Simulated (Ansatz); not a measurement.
The reference is Nb in the bcc (W type) structure (space group Im-3m, No. 229; a = 3.273 Å; relaxed with 0.1 eV smearing). Axes: x, y, z lie along the cube axes.

All numbers come from PBEsol (Ansatz, a quantum-chemistry and plane-wave program, PAW, spin-orbit coupling left out), earlier PAW set.

For the base:

| Property | Result |
|---|---|
| Shortest interatomic distance | 2.834 Å |

Perturbation: tensor shear ε_xy = −3.44 % (engineering shear γ = -0.0688); the atoms relax in the strained cell.

Task: How does this affect the stress and shortest interatomic distance?

Result: The stress (xx, yy, zz, yz, xz, xy; compression positive) is (0.1, 0.1, 0.7, 0.0, 0.0, 1.3) GPa; the shortest interatomic distance shrinks by 0.0646 Å to 2.770 Å.

No phonon test of stability was made. All final runs are without spin polarisation.
